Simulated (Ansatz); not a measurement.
**Si under a change: uniaxial stress, 2 GPa compression along x**

Base system: Si (space group Ia-3, No. 206; a = 6.6016 Å). Axes: x, y, z lie along the cube axes.

Modification: uniaxial stress, 2 GPa compression along x, with the cell and atoms free to relax against it.

Calculations: PBEsol (Ansatz, a program for electronic structure, PAW, without spin-orbit coupling). k-mesh 10×10×10 (Γ-centred); smearing 0.05 eV (Fermi–Dirac).

```tsv
quantity	base	changed	shift
volume per atom	17.98 Å³	17.85 Å³	-0.13 Å³
space group	Ia-3 (No. 206)	Ibca (No. 73)	–
shortest interatomic distance	2.340 Å	2.338 Å	-0.0013 Å
energy relative to the base (free energy F)	0 meV/atom	+1.5 meV/atom	+1.5 meV/atom
band gap	zero	zero	–
strain response (xx, yy, zz) (rough)	–	(−1.32, +0.31, +0.30) %	–
```

Without a gap, meshes like the base's 10×10×10 leave anisotropic stresses uncertain by several tenths of a GPa, and small strain energies with them. Stability under load was not tested beyond the relaxation. This is not the structure that Si has at room temperature and ambient pressure. The zero or small gap of Si can change with the level of theory.
